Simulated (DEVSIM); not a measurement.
## Schottky contact on n-type GaN

Structure: Schottky contact on n-type GaN, at 400 K.

| layer (left to right) | material | thickness (μm) | Nd (cm⁻³) | τn (s) | τp (s) |
|---|---|---|---|---|---|
| 1 | GaN | 0.460 | 1.4e16 | 7.9e-8 | 7.9e-8 |

Left contact: Schottky, work function 5.62 eV, emission velocity 6.6e6 cm/s. Right contact: ohmic. Voltage is applied to the left contact. Recombination: SRH at mid-gap. Mobility is constant in doping.

The device is made up for the run: typed textbook-type constants, with dimensions and the other settings drawn at random. Values at 300 K; Nc and Nv go as T^1.5, mobilities as T to minus their exponent, the gap by Varshni's rule with the affinity fixed.

```csv
parameter,GaN
gap (eV),3.43
affinity (eV),4.1
permittivity,9.5
Nc (cm⁻³),2.3e18
Nv (cm⁻³),4.6e19
μn (cm²/Vs),1200
μp (cm²/Vs),100
T exponent of μn,1.5
T exponent of μp,2
Varshni α (eV/K),0.00091
Varshni β (K),830
```

DEVSIM, 1D drift-diffusion, Boltzmann statistics, complete ionisation; no tunnelling, impact ionisation, image-force lowering or self-heating. Metal contacts follow the ideal Schottky-Mott rule: no Fermi-level pinning, no interface dipoles.

```yaml
potential_step_across_the_device_at_zero_bias: 1.329 V
largest_field_in_the_device_at_zero_bias: 83000 V/cm
Dark forward voltage at 1 A/cm²: 1.006 V
Dark forward voltage at 100 A/cm²: 1.171 V
```

Small-signal capacitance in reverse bias (quasi-static):

| V (V) | C (nF/cm²) |
|---|---|
| -0.4 | 23.6 |
| -1 | 20.4 |
| -2 | 18.6 |
| -3 | 18.3 |
| -4 | 18.3 |
| -6 | 18.3 |
| -8 | 18.3 |
| -10 | 18.3 |
| -13 | 18.3 |
| -16 | 18.3 |
| -20 | 18.3 |

Dark reverse current:

```
V (V)   J (A/cm²)
------  ---------
-0.40    -2.4e-13
-1.00    -2.5e-13
-2.00    -2.5e-13
-3.00    -2.5e-13
-4.00    -2.5e-13
-6.00    -2.5e-13
-8.00    -2.6e-13
-10.00   -2.6e-13
-13.00   -2.6e-13
-16.00   -2.6e-13
-20.00   -2.6e-13
```
